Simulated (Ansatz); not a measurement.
Consider a periodic stack without vacuum, rock-salt TiN (1 1 1) on 3C silicon carbide (1 1 1) (film strained to the substrate, faces as cut): substrate slab C6Si6, film N4Ti4, surface cells [[0, -1], [1, -1]] and [[0, -1], [1, -1]], film strained by +3.1 and +3.1 %, faces Si/C and N/Ti as cut (like faces can put a slab off its formula). Its start:

```
CELL_PARAMETERS angstrom
      3.09713     0.00000    -0.04820
      1.54856     2.68219    -0.08811
     -0.91758    -0.16855    25.34873
ATOMIC_POSITIONS crystal
  C  0.90340 0.99751 0.07042
  C  0.27069 0.34864 0.16979
  C  0.63508 0.69895 0.26972
  C  0.99636 0.06081 0.36975
  C  0.35609 0.42605 0.46974
  C  0.71315 0.79991 0.57133
  Si 0.56159 0.65706 0.04536
  Si 0.93036 0.00953 0.14580
  Si 0.29479 0.35916 0.24492
  Si 0.65612 0.72006 0.34454
  Si 0.01602 0.08445 0.44400
  Si 0.37249 0.45794 0.54274
  N  0.72486 0.82175 0.62695
  N  0.08098 0.19040 0.71764
  N  0.43910 0.55806 0.81155
  N  0.79792 0.92075 0.90581
  Ti 0.40097 0.50420 0.66970
  Ti 0.76116 0.87575 0.76374
  Ti 0.11724 0.23882 0.85607
  Ti 0.47727 0.60129 0.94641
```

The start was prepared with a machine-learned potential, and the result is one local minimum, with the in-plane cell held and forces under 0.04 eV/Å; the film can end far from its bulk form.

All values below come from PBE (plane waves to 420 eV, PAW; Ansatz, a first-principles code). Scalar-relativistic, without spin–orbit coupling; the runs are not spin-polarised; PBE gaps are too small against experiment. Its k-point mesh 12×12×1, Fermi–Dirac width 0.05 eV.

Predict the relaxed interface.


| Item | Value |
|---|---|
| interface area | 8.3 Å² |
| period | 25.08 Å |
| gaps between the outermost planes at the two interfaces | 1.48 and 2.01 Å |
| Si–Ti contacts across the interfaces within 1.22 times the sum of covalent radii | 4, mean 2.84 Å |
| C–Ti contacts across the interfaces within 1.22 times the sum of covalent radii | 1, mean 2.65 Å |
| C–N contacts across the interfaces within 1.22 times the sum of covalent radii | 1, mean 1.48 Å |
| estimate of the barrier | withheld, since the two interfaces are unlike |
| slope of the mean potential energy in the substrate | +4.0 MV/cm × e |
